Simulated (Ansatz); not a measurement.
The reference is Al in the fcc (Cu type) structure (space group Fm-3m, No. 225; a = 3.9839 Å; relaxed with 0.1 eV smearing). Axes: x, y, z lie along the cube axes.

Level of theory: LDA (Ansatz, an electronic-structure program, PAW, no spin-orbit coupling).

Base values:

| Property | Value |
|---|---|
| Volume per atom | 15.81 Å³ |

Now apply this change: biaxial strain +0.83 %, plane normal [111], relaxed out of plane (Cartesian); in-plane vectors clamped, the third vector and the atoms free.

Problem. How does this affect the energy relative to the base?

Solution. The energy rises by 0.8 meV/atom.

Problem. What happens to the in-plane stress?

Solution. The mean in-plane stress (compression positive) comes out as -1.0 GPa.

Problem. Estimate the effect on the volume per atom.

Solution. The volume per atom increases by 0.13 Å³ to 15.94 Å³.

Stability against distortions was not tested.
